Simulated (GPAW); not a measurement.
# A self-consistent single point of ScOF (P4/nmm, 6 atoms in the cell) with GPAW

Method of the run: LDA (Perdew-Wang 92), GPAW PAW datasets LDA (gpaw-data 1.0.1) (plane waves; GPAW).

Input as run:

```python
from ase import Atoms
from ase.units import GPa
from gpaw import GPAW

atoms = Atoms(['Sc', 'Sc', 'O', 'O', 'F', 'F'],
              cell=[[3.627520, 0.000000, 0.000000],
                    [0.000000, 3.627520, 0.000000],
                    [0.000000, 0.000000, 5.172200]],
              scaled_positions=[[0.500000, 0.000000, 0.705850],
                                [0.000000, 0.500000, 0.294150],
                                [0.000000, 0.000000, 0.500000],
                                [0.500000, 0.500000, 0.500000],
                                [0.500000, 0.500000, 0.000000],
                                [0.000000, 0.000000, 0.000000]],
              pbc=True)

calc = GPAW(mode={'name': 'pw', 'ecut': 900},
            xc='LDA',
            kpts=(7, 7, 5),
            occupations={'name': 'fermi-dirac', 'width': 0.0},
            nbands=-8,
            convergence={'density': 1e-05, 'bands': -6},
            symmetry={'symmorphic': False, 'tolerance': 0.0005},
            maxiter=100,
            txt='-')

atoms.calc = calc

energy = atoms.get_potential_energy()
print('Energy (eV):', round(energy, 6))
forces = atoms.get_forces()
print('Forces (eV/Ang):')
print(forces.round(5))
stress = atoms.get_stress()
print('Stress (GPa, Voigt):', (stress / GPa).round(4))
```

The program printed (abridged):

```
Input parameters:
  convergence: {bands: -6,
                density: 1e-05}
  kpts: [7 7 5]
  maxiter: 100
  mode: {ecut: 900,
         name: pw}
  nbands: -8
  occupations: {name: fermi-dirac,
                width: 0.0}
  symmetry: {symmorphic: False,
             tolerance: 0.0005}

species:
  Sc:
    name: Scandium
    Z: 21.0
    valence: 11
    core: 10
    charge: 0.0
    file: Sc.LDA.gz

    # Using partial waves for Sc as LCAO basis

  O:
    name: Oxygen
    Z: 8.0
    valence: 6
    core: 2
    charge: 0.0
    file: O.LDA.gz

    # Using partial waves for O as LCAO basis

  F:
    name: Fluorine
    Z: 9.0
    valence: 7
    core: 2
    charge: 0.0
    file: F.LDA.gz

    # Using partial waves for F as LCAO basis

Reference energy: -50936.990146  # eV

Spin-paired calculation

Convergence criteria:
 Maximum [total energy] change in last 3 cyles: 0.0005 eV / valence electron
 Maximum integral of absolute [dens]ity change: 1e-05 electrons / valence electron
 Maximum integral of absolute [eigenst]ate change: 4e-08 eV^2 / valence electron
 Maximum number of scf [iter]ations: 100

Symmetries present (total): 16
Symmetries with fractional translations: 8
245 k-points: 7 x 7 x 5 Monkhorst-Pack grid
30 k-points in the irreducible part of the Brillouin zone
       k-points in crystal coordinates                weights
   0:     0.00000000    0.00000000    0.00000000          1/245
   1:     0.00000000    0.00000000    0.20000000          2/245
   2:     0.00000000    0.00000000    0.40000000          2/245
   [... 7 lines left out ...]
          ...
  29:     0.42857143    0.42857143    0.40000000          8/245

Wave functions: Plane wave expansion
  Cutoff energy: 900.000 eV
  Number of coefficients (min, max): 4146, 4206
  Pulay-stress correction: 0.000000 eV/Ang^3 (de/decut=0.000000)

Occupation numbers: # Zero width

Eigensolver

Densities:
  Coarse grid: 28*28*36 grid
  Fine grid: 56*56*72 grid
  Total Charge: 0.000000

Density mixing:
  Method: separate
  Backend: pulay
  Linear mixing parameter: 0.05
  old densities: 5
  Damping of long wavelength oscillations: 50

Hamiltonian:
  XC and Coulomb potentials evaluated on a 56*56*72 grid
  External potential:
    NoExternalPotential

Number of atoms: 6
Number of atomic orbitals: 42
Number of bands in calculation: 32
Number of valence electrons: 48
Bands to converge: 26

Density initialized from atomic densities
  32 bands from LCAO basis set

Atomic positions and initial magnetic moments

Positions:
   0 Sc     1.813760    0.000000    3.650797    ( 0.0000,  0.0000,  0.0000)
   1 Sc     0.000000    1.813760    1.521403    ( 0.0000,  0.0000,  0.0000)
   2 O      0.000000    0.000000    2.586100    ( 0.0000,  0.0000,  0.0000)
   3 O      1.813760    1.813760    2.586100    ( 0.0000,  0.0000,  0.0000)
   4 F      1.813760    1.813760    0.000000    ( 0.0000,  0.0000,  0.0000)
   5 F      0.000000    0.000000    0.000000    ( 0.0000,  0.0000,  0.0000)

Unit cell:
           periodic     x           y           z      points  spacing
  1. axis:    yes    3.627520    0.000000    0.000000    28     0.1296
  2. axis:    yes    0.000000    3.627520    0.000000    28     0.1296
  3. axis:    yes    0.000000    0.000000    5.172200    36     0.1437

  Lengths:   3.627520   3.627520   5.172200
  Angles:   90.000000  90.000000  90.000000

Effective grid spacing dv^(1/3) = 0.1341

     iter     time        total  log10-change:
                         energy   eigst   dens
iter:   1 --:--:--   -55.296487   +0.85
iter:   2 --:--:--   -53.918029   +0.07  -1.03
iter:   3 --:--:--   -49.294783   +0.37  -1.08
iter:   4 --:--:--   -49.744708   -0.06  -1.43
iter:   5 --:--:--   -54.570187   +0.33  -1.45
iter:   6 --:--:--   -49.890137   -0.27  -1.18
   [... 3 lines left out ...]
iter:  10 --:--:--   -49.850747   -1.69  -2.16
iter:  11 --:--:--   -49.888953   -1.33  -2.53
iter:  12 --:--:--   -49.895224   -1.32  -2.26
iter:  13 --:--:--   -49.852448   -1.97  -2.32
iter:  14 --:--:--   -49.854014   -2.49  -3.26
iter:  15 --:--:--   -49.853773c  -3.22  -2.99
iter:  16 --:--:--   -49.853590c  -3.75  -3.08
iter:  17 --:--:--   -49.853525c  -4.09  -3.21
iter:  18 --:--:--   -49.853524c  -4.40  -3.26
iter:  19 --:--:--   -49.853470c  -4.11  -3.27
iter:  20 --:--:--   -49.853225c  -4.09  -3.41
iter:  21 --:--:--   -49.853184c  -4.12  -3.65
iter:  22 --:--:--   -49.853173c  -4.69  -3.92
iter:  23 --:--:--   -49.853171c  -5.26  -4.17
iter:  24 --:--:--   -49.853170c  -5.57  -4.17
iter:  25 --:--:--   -49.853170c  -5.94  -4.71
iter:  26 --:--:--   -49.853170c  -6.09  -4.96
iter:  27 --:--:--   -49.853170c  -6.26  -5.02c
iter:  28 --:--:--   -49.853170c  -6.60  -4.85
iter:  29 --:--:--   -49.853170c  -6.72  -5.08c
iter:  30 --:--:--   -49.853170c  -7.08  -5.44c
iter:  31 --:--:--   -49.853170c  -7.05  -5.50c
iter:  32 --:--:--   -49.853170c  -7.02  -5.29c
iter:  33 --:--:--   -49.853170c  -7.48c -5.27c

Converged after 33 iterations.

Dipole moment: (0.000000, 0.000000, 0.000000) |e|*Ang

Energy contributions relative to reference atoms: (reference = -50936.990146)

Kinetic:        +30.012594
Potential:      -37.280827
External:        +0.000000
XC:             -43.213095
Entropy (-ST):   +0.000000
Local:           +0.628159
SIC:             +0.000000
--------------------------
Free energy:    -49.853170
Extrapolated:   -49.853170

Showing only first 2 kpts
 Kpt  Band  Eigenvalues  Occupancy
  0    22      3.81165    2.00000
  0    23      3.81165    2.00000
  0    24      8.29143    0.00000
  0    25      8.59355    0.00000

  1    22      3.85093    2.00000
  1    23      3.85093    2.00000
  1    24      8.33073    0.00000
  1    25      8.57504    0.00000

Fermi level: 6.15466

Gap: 4.274 eV
Transition (v -> c):
  (s=0, k=17, n=23, [0.29, 0.29, 0.40]) -> (s=0, k=0, n=24, [0.00, 0.00, 0.00])
Direct/indirect transitions are different
Direct gap: 4.430 eV
Transition at: (s=0, k=17, n=23, [0.29, 0.29, 0.40])
Energy (eV): -49.85317

Forces in eV/Ang:
  0 Sc    0.00000    0.00000   -0.24802
  1 Sc    0.00000    0.00000    0.24802
  2 O     0.00000    0.00000    0.00000
  3 O     0.00000    0.00000    0.00000
  4 F     0.00000    0.00000    0.00000
  5 F     0.00000    0.00000    0.00000

Stress tensor:
     0.084579     0.000000     0.000000
     0.000000     0.084579     0.000000
     0.000000     0.000000     0.081108
Stress (GPa, Voigt): [13.551 13.551 12.995  0.     0.     0.   ]
```

The run converged in 33 iterations. GPAW prints stress with tension positive.

At such cutoffs GPAW's stress carries a finite-basis (Pulay) error, which enters relaxed cells too; its log prints stress with tension positive.

The starting cell comes from a database of computed structures (which also holds hypothetical and non-ambient phases and stackings), without a prior relaxation at this level.

Cost on one core of a shared machine: roughly 3 min.
